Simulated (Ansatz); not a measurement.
## Response to strain in MgO

Consider MgO in the rock salt structure (space group Fm-3m, No. 225; a = 4.2044 Å).

Strains are applied to the cell and any free atomic positions relax.

Calculations: Kohn–Sham DFT with the r2SCAN functional, run in Ansatz (a quantum-chemistry and plane-wave program) with PAW and 500 eV plane waves, without spin-orbit coupling.

```json
[
 {"isotropic strain (%)": "-3", "band gap (eV)": "6.67"},
 {"isotropic strain (%)": "-2.5", "band gap (eV)": "6.49"},
 {"isotropic strain (%)": "-2", "band gap (eV)": "?"},
 {"isotropic strain (%)": "-1.5", "band gap (eV)": "6.16"},
 {"isotropic strain (%)": "-1", "band gap (eV)": "6.00"},
 {"isotropic strain (%)": "-0.5", "band gap (eV)": "5.84"},
 {"isotropic strain (%)": "0", "band gap (eV)": "5.68"}
]
```

Q: Fit E_g = E₀ + Dε (ε in %) to the rows shown and predict the withheld row.

A: Least squares on the printed values gives E₀ = 5.67 eV, D = -329 meV per % of strain (largest residual 0.01 eV); this predicts 6.33 eV, and the run gives 6.33 eV, in agreement.

No phonon test of stability was made.
